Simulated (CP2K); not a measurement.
Band structure of Ti₃Al₅ (Pmmm, 8 atoms in the cell).

```
Ti3Al5
1.0
    3.91154     0.00000     0.00000
    0.00000     4.02478     0.00000
    0.00000     0.00000     8.10511
Ti Al
3 5
Direct
  0.00000   0.50000   0.26507
  0.00000   0.50000   0.73493
  0.50000   0.50000   0.00000
  0.00000   0.00000   0.00000
  0.00000   0.00000   0.50000
  0.50000   0.50000   0.50000
  0.50000   0.00000   0.24223
  0.50000   0.00000   0.75777
```

Computed with CP2K with PBEsol, GPW, DZVP-MOLOPT-SR-GTH basis, GTH-PBE potentials (GTH_POTENTIALS).

Settings: CUTOFF = 600 Ry; REL_CUTOFF = 40 Ry; SMEAR/METHOD = FERMI_DIRAC; ELECTRONIC_TEMPERATURE = 1160.45 K; KPOINTS/SCHEME = MONKHORST-PACK 6 6 3; GAMMA_CENTERED = T; XC_FUNCTIONAL = PBE:PBESOL; Ti/BASIS_SET = DZVP-MOLOPT-SR-GTH; Ti/POTENTIAL = GTH-PBE-q12; Al/BASIS_SET = DZVP-MOLOPT-SR-GTH; Al/POTENTIAL = GTH-PBE-q3; METHOD = GPW; EPS_DEFAULT = 1e-10; EXTRAPOLATION = USE_GUESS.

The starting cell comes from a database of computed structures (which also holds hypothetical and non-ambient phases and stackings), without a prior relaxation at this level. Its lattice was rescaled by a random factor within 2.5 % of one. Spin polarisation is off. Values carry the incompleteness of an atom-centred basis. The potentials were made for another functional than the one used.

Levels in eV from the Fermi level, bands 23 to 28:
```
point     23     24     25     26     27    28
-----  -----  -----  -----  -----  -----  ----
Γ      -0.72  -0.60  -0.56  -0.29   0.11  0.70
X      -1.22  -0.90  -0.51  -0.11   0.77  1.01
S      -1.76  -0.85  -0.83  -0.11  -0.08  1.14
Y      -0.50  -0.21   0.07   0.87   1.02  1.16
Z      -0.67  -0.62  -0.46  -0.27   0.19  0.62
U      -0.97  -0.69  -0.64  -0.50   0.99  1.23
R      -1.90  -1.60  -1.06  -0.67  -0.25  1.25
T      -0.79   0.68   0.76   0.86   0.93  0.97
```

Bands cross the Fermi level along this path, so the cell is metallic at this level.

Higher empty bands are left out: an atom-centred basis made for the valence describes them poorly.
